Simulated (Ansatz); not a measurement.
Start from CdS in the wurtzite structure (space group P6_3mc, No. 186; a = 4.196 Å, c = 6.830 Å).

Perturbation: hydrostatic tension (pressure −2 GPa).

Computed with Ansatz (an electronic-structure program) PBE, spin-orbit coupling left out.

Base, band edges from the VBM (valence, conduction): K -1.51, 4.75; H -1.03, 4.30; M -0.69, 3.62; L -1.23, 3.46; A -0.36, 2.76; Γ 0.00, 1.11 eV.

Q: Give the band edges at the high-symmetry points of the new zone, measured from its valence-band maximum.

A: 
```csv
point,valence edge (eV),conduction edge (eV)
Γ,0.00,1.01
M,-0.64,3.51
K,-1.41,4.76
A,-0.33,2.65
L,-1.14,3.41
H,-0.95,4.20
```

The gap is 1.01 eV, direct at Γ.

Load acts through the strain it causes; cell and atoms are relaxed under it. Whether these cells are dynamically stable was not tested.
